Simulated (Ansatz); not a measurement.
The starting structures come from a database of crystals and need not be the phases stable at ambient conditions.

Crystal: SrZrO3 (P4mm, not sure to be the ambient phase, 5 atoms a cell, 14.9 Å³ an atom, -7 GPa at this level); planes in its conventional cell.

Computed with PBEsol (plane waves, PAW; Ansatz, a program for electronic structure).

The gap is the functional's own, uncorrected, and κ follows it; spin-orbit coupling is left out. Mid-gap values are interpolated between the computed energies.

| plane | area of the cell (Å²) | mid-gap κ (1/Å) | largest κ in the gap (1/Å) |
|---|---|---|---|
| (001) | 17.4 | 0.29 | 0.30 |
| (100) | 17.9 | … | … |
| (110) | 25.3 | 0.30 | 0.30 |

Problem. The slowest decay depends on the direction. Supply the withheld values.

Solution. 
- (100), mid-gap κ (1/Å): 0.32
- (100), largest κ in the gap (1/Å): 0.33
